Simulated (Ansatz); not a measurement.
Si interstitial in wurtzite AlN (start: void with 3N nearest; 96-site cell, 2×2×2 shifted sampling). Method: PBE, PAW (plane waves to 420 eV; Ansatz, a quantum-chemistry and plane-wave program). Total energies of the localised charge states, counted from that of charge +3, and their image corrections (point charge with alignment); the host's valence-band maximum lies at 6.942 eV on the cells' energy zero and its gap is 4.03 eV.

| charge | moment (μB) | E − E(first) (eV) | correction (eV) |
|---|---|---|---|
| +3 | 1.0 | 0.000 | 2.459 |
| +2 | not spin-polarised | 9.204 | 1.226 |
| +1 | 1.0 | 19.961 | 0.413 |
| 0 | not spin-polarised | 29.878 | 0.000 |

Derive the transition levels above the valence-band maximum and say which of them are thermodynamic.

A level is the Fermi energy at which two charges have equal formation energy: ε(q/q′) = [E(q′) + corr(q′) − E(q) − corr(q)] / (q − q′) − E_VBM.
ε(+3/+2) = [(9.204 + 1.226) − (0.000 + 2.459)] / 1 − 6.942 = 1.03 eV
ε(+2/+1) = [(19.961 + 0.413) − (9.204 + 1.226)] / 1 − 6.942 = 3.00 eV
ε(+1/0) = [(29.878 + 0.000) − (19.961 + 0.413)] / 1 − 6.942 = 2.56 eV
Charge +1 lies above the lower envelope where its neighbours cross, so the level that counts is ε(+2/0) = [(29.878 + 0.000) − (9.204 + 1.226)] / 2 − 6.942 = 2.78 eV.
Thermodynamic levels at least 0.1 eV inside the gap: (+3/+2) at 1.03 eV; (+2/0) at 2.78 eV. Corrections reach 2.46 eV, so the outer levels may be off by several tenths of an eV. Charges with a result: +3, +2, +1, 0. Others weren't obtained, and one of them could lie lower, also by skipping a charge. The geometries come from one start. Flagged in the runs: a host whose relaxation on this sampling wasn't shown to rest, a strain field that reaches the edge of the cell.
